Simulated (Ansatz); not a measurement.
Take Mo in the bcc (W type) structure (space group Im-3m, No. 229; a = 3.130 Å; relaxed with 0.1 eV smearing) as the base. Axes: x, y, z lie along the cube axes.

The values are results of Ansatz (an electronic-structure program), PBEsol, PAW, cutoff 420 eV, no spin-orbit coupling, not measurements.

Perturbation: uniaxial stress, 3 GPa tension along z, with the cell and atoms free to relax against it.

Task: Estimate the effect on the secant Young's modulus along z.

Result: The secant Young's modulus along z is 390 GPa.

Task: Predict the new mean lateral Poisson ratio.

Result: The mean lateral Poisson ratio comes out as 0.26.

Load acts through the strain it causes; cell and atoms are relaxed under it. Beyond what the load breaks, stability against distortions was not tested. All final runs are without spin polarisation.
